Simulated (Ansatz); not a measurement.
The starting structures come from a database of crystals and need not be the phases stable at ambient conditions.

The decay constant κ of evanescent states in the gap governs leakage through a thin film.

Data:

```
CELL_PARAMETERS angstrom
      4.23716     0.00000     0.00000
      0.00000     4.23716     0.00000
      0.00000     0.00000     5.76481
ATOMIC_POSITIONS crystal
  Na 0.50000 0.50000 0.50000
  Na 0.00000 0.00000 0.00000
  B  0.50000 0.50000 0.00000
  B  0.00000 0.00000 0.50000
  H  0.99997 0.76368 0.37852
  H  0.76368 0.00003 0.62148
  H  0.00003 0.23632 0.37852
  H  0.23632 0.99997 0.62148
  H  0.49997 0.73632 0.12148
  H  0.26368 0.49997 0.87852
  H  0.50003 0.26368 0.12148
  H  0.73632 0.50003 0.87852
```

Space group of this cell: P4_2/nmc. The cell was relaxed by PBE-D3(BJ).

Transport runs along the normal of the first two printed cell vectors, the (001) plane of the conventional cell.

No gap correction and no spin-orbit coupling; mid-gap values are interpolated between computed energies.

Q: State the band gap and the smallest decay constant κ at mid-gap according to r2SCAN (Ansatz, a first-principles code).

A: Gap 6.79 eV on a 8×8×6 mesh; κ = 0.525 1/Å, at (0.500, 0.500) of the in-plane reciprocal vectors. At the zone centre, at the nearest computed energy, the slowest state has κ = 0.72 1/Å.
